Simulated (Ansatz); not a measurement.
The reference is Rh₂O₃ in the Bi2Te3 type structure (space group R-3m, No. 166; a = 2.974 Å, c = 20.921 Å (hexagonal axes); a hypothetical phase, not in the database extracts checked; layered, stacked along the Cartesian z axis).

Level of theory: Ansatz (a program for electronic structure) r2SCAN+rVV10, no SOC.

For the base:

```
Quantity                              Result
---------------------  ---------------------
Band gap                             0.26 eV
Valence-band top at Γ  0.00, -1.25, -2.10 eV
Pressure                            0.00 GPa
```

It is then changed as follows: an isotropic linear strain of −0.32 %, atoms relaxed at fixed cell.

### Question
Predict the new band gap, valence-band top at Γ, energy relative to the base and pressure.

### Answer
The band gap rises by 0.01 eV (0.26 eV → 0.27 eV); the valence-band top at Γ (three highest levels, from the VBM) becomes 0.00, -1.26, -2.11 eV (base: 0.00, -1.25, -2.10 eV); the energy grows by 0.4 meV/atom; the pressure (mean of the normal stresses, compression positive) goes from zero to 1.21 GPa.

No phonon test of stability was made. The zero or small gap of Rh2O3 can change with the level of theory.
